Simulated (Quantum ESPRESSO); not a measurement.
Quantum ESPRESSO run on Zr2Au (I4mm, 3 atoms in the cell): self-consistent single point.

Computed with PBEsol, GBRV 1.5 ultrasoft (PBESOL) pseudopotentials (plane waves; Quantum ESPRESSO).

```
CELL_PARAMETERS angstrom
     -1.65513     1.65513     5.84295
      1.65513    -1.65513     5.84295
      1.65513     1.65513    -5.84295
ATOMIC_POSITIONS crystal
  Zr 0.66398 0.66398 0.00000
  Zr 0.34030 0.34030 0.00000
  Au 0.00000 0.00000 0.00000
```

Reference input (self-consistent single point, DFT, PBEsol, plane waves, GBRV 1.5 ultrasoft (PBESOL) pseudopotentials): ecutwfc = 40 Ry; ecutrho = 320 Ry; occupations = smearing; smearing = fermi-dirac; degauss = 0.0073499 Ry; potentials = {Zr: zr_pbesol_v1.uspp.F.UPF, Au: au_pbesol_v1.uspp.F.UPF}; K_POINTS = automatic 6 6 6 0 0 0; conv_thr = 1e-09 Ry. This run's input differs from it in these lines:

```diff
@@ -20,3 +20,3 @@
 &electrons
-    conv_thr = 1.0d-9,
+    conv_thr = 7.3e-03,
 /
```

The program printed (abridged):

```
     Self-consistent Calculation

     iteration #  1     ecut=    40.00 Ry     beta= 0.70

     negative rho (up, down):  1.225E-01 0.000E+00

     total energy              =    -312.24256163 Ry
     estimated scf accuracy    <       1.22689476 Ry

     iteration #  2     ecut=    40.00 Ry     beta= 0.70

     negative rho (up, down):  1.230E-01 0.000E+00

     total energy              =    -312.10266475 Ry
     estimated scf accuracy    <       7.63777644 Ry

     iteration #  3     ecut=    40.00 Ry     beta= 0.70

     negative rho (up, down):  1.237E-01 0.000E+00

     total energy              =    -313.08198299 Ry
     estimated scf accuracy    <       0.18915608 Ry

     iteration #  4     ecut=    40.00 Ry     beta= 0.70

     negative rho (up, down):  1.247E-01 0.000E+00

     total energy              =    -313.09990570 Ry
     estimated scf accuracy    <       0.02174283 Ry

     iteration #  5     ecut=    40.00 Ry     beta= 0.70

     negative rho (up, down):  1.248E-01 0.000E+00
     End of self-consistent calculation

     the Fermi energy is    14.4377 ev

!    total energy              =    -313.10556081 Ry
     estimated scf accuracy    <       0.00115311 Ry
     smearing contrib. (-TS)   =      -0.00435398 Ry
     internal energy E=F+TS    =    -313.10120683 Ry

     convergence has been achieved in   5 iterations

     negative rho (up, down):  1.248E-01 0.000E+00

     Forces acting on atoms (cartesian axes, Ry/au):

     atom    1 type  1   force =     0.00000000   -0.00000000   -0.01237639
     atom    2 type  1   force =     0.00000000    0.00000000    0.01569929
     atom    3 type  2   force =    -0.00000000   -0.00000000   -0.00332290

     Total force =     0.020265     Total SCF correction =     0.065186
     SCF correction compared to forces is large: reduce conv_thr to get better values

     negative rho (up, down):  1.248E-01 0.000E+00
          total   stress  (Ry/bohr**3)                   (kbar)     P=     -140.65
  -0.00096281  -0.00000000   0.00000000         -141.63       -0.00        0.00
   0.00000000  -0.00096281   0.00000000            0.00     -141.63        0.00
   0.00000000   0.00000000  -0.00094270            0.00        0.00     -138.68

   JOB DONE.
```

The run converged in 5 iterations. Against the reference run the free energy rises by 4.1 meV/atom and the largest force goes from 0.374 to 0.404 eV/Å. The full log also holds: “SCF correction compared to forces is large: reduce conv_thr to get better values”.

The starting cell comes from a database of computed structures (which also holds hypothetical and non-ambient phases and stackings), without a prior relaxation at this level. Its lattice was rescaled by up to half a per cent. One atom was moved a little off its site on purpose.

Cost on one core of a shared machine: roughly 50 s.
